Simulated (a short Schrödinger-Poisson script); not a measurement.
System: gated In0.52Al0.48As/In0.53Ga0.47As δ-doped gas in a quantum well, at 300 K.

| layer | material | thickness (nm) | Na (cm⁻³) |
|---|---|---|---|
| 1 | In0.52Al0.48As | 8 | - |
| 2 | In0.52Al0.48As | 10 | - |
| 3 | In0.53Ga0.47As | 20 | - |
| 4 | In0.52Al0.48As | 4000 | 4e15 |

The device is made up for the run: typed textbook-type constants, with dimensions and the other settings drawn at random. In0.52Al0.48As: permittivity 12.5, conduction-band edge (eV) 0.52, gap (eV) 1.45, electron mass (mₑ) 0.075, Nv at 300 K (cm⁻³) 1.1e19. In0.53Ga0.47As: permittivity 13.9, conduction-band edge (eV) 0, gap (eV) 0.74, Nv at 300 K (cm⁻³) 7.7e18.

Channel valleys (confinement mass, in-plane density-of-states mass, number): Γ 0.041, 0.041, 1. At the gate the conduction-band edge of layer 1 lies 0.65 eV − eVg above the Fermi level of the channel; the field vanishes at the back. Sheet of ionised δ-doping: +4.8e12 e/cm² at 8 nm from the gate. The barrier under the gate holds no holes. Gaps are held at their typed values at every temperature. Mesh 0.08 nm at interfaces.

Solved with a short Schrödinger-Poisson script written for these runs: 1D Poisson equation in equilibrium, electrons quantum, Hartree (BenDaniel-Duke, 40 states a valley, the channel's in-plane mass for all, wave functions free to enter the barrier), parabolic valleys, classical holes, full ionisation, no traps, pinning or gate leakage.

The same stack at other levels of the model or other numerical settings:

```json
[
 {"run": "base", "sheet density of all electrons at Vg = 0.4 V (cm⁻²)": "2.12e12", "sheet density of all electrons at Vg = -0.1 V (cm⁻²)": "6.56e11", "capacitance at Vg = 0.4 V (μF/cm²)": "0.617", "centroid of the channel electrons at Vg = 0.4 V (nm)": "6.04", "rough cost against the base": "about 1"},
 {"run": "electrons treated as classical, Boltzmann", "sheet density of all electrons at Vg = 0.4 V (cm⁻²)": "[?]", "sheet density of all electrons at Vg = -0.1 V (cm⁻²)": "8.10e11", "capacitance at Vg = 0.4 V (μF/cm²)": "0.672", "centroid of the channel electrons at Vg = 0.4 V (nm)": "[?]", "rough cost against the base": "0.02"},
 {"run": "electrons treated as classical, Fermi-Dirac", "sheet density of all electrons at Vg = 0.4 V (cm⁻²)": "2.24e12", "sheet density of all electrons at Vg = -0.1 V (cm⁻²)": "7.13e11", "capacitance at Vg = 0.4 V (μF/cm²)": "0.722", "centroid of the channel electrons at Vg = 0.4 V (nm)": "5.54", "rough cost against the base": "0.10"},
 {"run": "electrons treated as quantum, Hartree plus LDA exchange-correlation", "sheet density of all electrons at Vg = 0.4 V (cm⁻²)": "2.16e12", "sheet density of all electrons at Vg = -0.1 V (cm⁻²)": "[?]", "capacitance at Vg = 0.4 V (μF/cm²)": "0.631", "centroid of the channel electrons at Vg = 0.4 V (nm)": "5.91", "rough cost against the base": "2"},
 {"run": "mesh six times as coarse", "sheet density of all electrons at Vg = 0.4 V (cm⁻²)": "2.12e12", "sheet density of all electrons at Vg = -0.1 V (cm⁻²)": "6.55e11", "capacitance at Vg = 0.4 V (μF/cm²)": "0.620", "centroid of the channel electrons at Vg = 0.4 V (nm)": "6.00", "rough cost against the base": "0.2"},
 {"run": "one subband a valley", "sheet density of all electrons at Vg = 0.4 V (cm⁻²)": "2.00e12", "sheet density of all electrons at Vg = -0.1 V (cm⁻²)": "6.35e11", "capacitance at Vg = 0.4 V (μF/cm²)": "0.457", "centroid of the channel electrons at Vg = 0.4 V (nm)": "5.01", "rough cost against the base": "0.3"}
]
```

### Question
What belongs in the gaps?

### Answer

- electrons treated as classical, Boltzmann, centroid of the channel electrons at Vg = 0.4 V (nm): 2.78
- electrons treated as quantum, Hartree plus LDA exchange-correlation, sheet density of all electrons at Vg = -0.1 V (cm⁻²): 6.82e11
- electrons treated as classical, Boltzmann, sheet density of all electrons at Vg = 0.4 V (cm⁻²): 2.55e12

The classical rows ignore confinement, and Boltzmann statistics overrate the density once the band edge passes the Fermi level.
